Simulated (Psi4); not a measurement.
Psi4 1.11, BP86/def2-svp: Au(Cl)(SMe2) (C[S](C)->[Au][Cl]), 11 atoms. The geometry is a generated start, not checked to be a minimum at this level.

```
Quantity                                              Value
--------------------------  -------------------------------
task                                                 energy
method                                                 bp86
basis                                              def2-svp
memory                                                 3 GB
maxiter                                                 100
keys of the molecule block                      symmetry c1
scf_type                                       df (default)
guess                        auto, which took SAD (default)
scf_initial_accelerator                     adiis (default)
e_convergence                               1e-06 (default)
d_convergence                               1e-06 (default)
dft_radial_points                              75 (default)
dft_spherical_points                          302 (default)
effective core potentials   those of the basis set, past Kr
basis functions                                         126
grid points                                          235590
```

```xyz
11

Au     1.6157    -1.5752     0.0144
Cl     3.6952    -2.3449     0.3881
C     -0.2100     0.7972    -1.3275
S     -0.5409    -0.7130    -0.3658
C     -0.9626     0.0512     1.2339
H      0.5455     1.3981    -0.8315
H     -1.1395     1.3494    -1.4307
H      0.1453     0.4828    -2.3033
H     -0.1575     0.7005     1.5619
H     -1.1044    -0.7548     1.9457
H     -1.8867     0.6087     1.1147
```

Charge 0 and multiplicity 1 are set for this test and not shown to be the ground state.

One run each on 2 threads. Values of diis_max_vecs tried: 3, 6, 10 (default), 20.

Predict the course of the SCF iterations along this series.

Fewest SCF iterations, within one of each other: 6 with 10, 10 (default) with 10, 20 with 10. The count rises to 21 at 3. All converge to one solution.

```json
[
 {"diis_max_vecs": "3", "SCF iterations": "21", "end": "same solution"},
 {"diis_max_vecs": "6", "SCF iterations": "10", "end": "same solution"},
 {"diis_max_vecs": "10 (default)", "SCF iterations": "10", "end": "same solution"},
 {"diis_max_vecs": "20", "SCF iterations": "10", "end": "same solution"}
]
```
